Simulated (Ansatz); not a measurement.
Results of LDA (plane waves, PAW; Ansatz, a program for electronic structure) for SiO2 (model structure, started from the cotunnite type, Cmce, No. 64, 12 atoms in the cell).

Numerical settings: plane-wave cutoff 520 eV, 8×12×6 k mesh (along the axes of the cell as run), Fermi–Dirac smearing 0.01 eV, scalar-relativistic PAW data made under PBE.

Cell (relaxed at this level):

```
CELL_PARAMETERS angstrom
      4.60727     0.00000     0.00000
      0.00000     2.66334     0.00000
      0.00000     0.00000     9.23322
ATOMIC_POSITIONS crystal
  Si 0.75000 0.25000 0.50000
  Si 0.25000 0.25000 0.00000
  Si 0.25000 0.75000 0.50000
  Si 0.75000 0.75000 0.00000
  O  0.58339 0.25000 0.90249
  O  0.08339 0.25000 0.59751
  O  0.41661 0.75000 0.09751
  O  0.91661 0.75000 0.40249
  O  0.41661 0.25000 0.40249
  O  0.91661 0.25000 0.09751
  O  0.58339 0.75000 0.59751
  O  0.08339 0.75000 0.90249
```

Question: Give the computed band gap and smallest direct gap on the k points sampled.

Answer: 
- band gap: 6.43 eV (indirect)
- smallest direct gap on the k points sampled: 6.80 eV

Note: the relaxation could raise the start's symmetry but not lower it, so the cell can be a saddle point.

The result took roughly 2.3 core-minutes.

A model structure was made by putting elements into a prototype or built by hand; it is no filed structure, need not be a known phase, and can be a saddle point held by its symmetry.
